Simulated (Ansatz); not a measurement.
Results of PBEsol (PAW; Ansatz, a first-principles code) for Ga2O3 (model structure, started from the Al2S3 type, Cc, No. 9, 10 atoms in the cell).

Settings: plane-wave cutoff 520 eV, 8×8×8 k mesh, Fermi–Dirac smearing 0.01 eV, scalar-relativistic PAW data made under PBE.

Cell (relaxed at this level):

```yaml
crystal:
  lattice:
    - [4.75457, -2.93931, 0.43093]
    - [4.75457, 2.93931, 0.43093]
    - [-2.63765, 0.00000, 4.53647]
  atoms:
    - { symbol: Ga, position: [0.94845, 0.20087, 0.47610] }
    - { symbol: Ga, position: [0.20087, 0.94845, 0.97610] }
    - { symbol: Ga, position: [0.63130, 0.83636, 0.57422] }
    - { symbol: Ga, position: [0.83636, 0.63130, 0.07422] }
    - { symbol: O, position: [0.03706, 0.28287, 0.87091] }
    - { symbol: O, position: [0.28287, 0.03706, 0.37091] }
    - { symbol: O, position: [0.93189, 0.81453, 0.89336] }
    - { symbol: O, position: [0.81453, 0.93189, 0.39336] }
    - { symbol: O, position: [0.49187, 0.74177, 0.81045] }
    - { symbol: O, position: [0.74177, 0.49187, 0.31045] }
```

Q: Predict the band gap and smallest direct gap on the k points sampled.

A: 
* **band gap**: 2.42 eV (indirect)
* **smallest direct gap on the k points sampled**: 2.52 eV

Note: the relaxation could raise the start's symmetry but not lower it, so the cell can be a saddle point.

Spin–orbit coupling is not included.

The computed numbers hold no vibrational or temperature effects.

A model structure was made by putting elements into a prototype or built by hand; it is no filed structure, need not be a known phase, and can be a saddle point held by its symmetry.
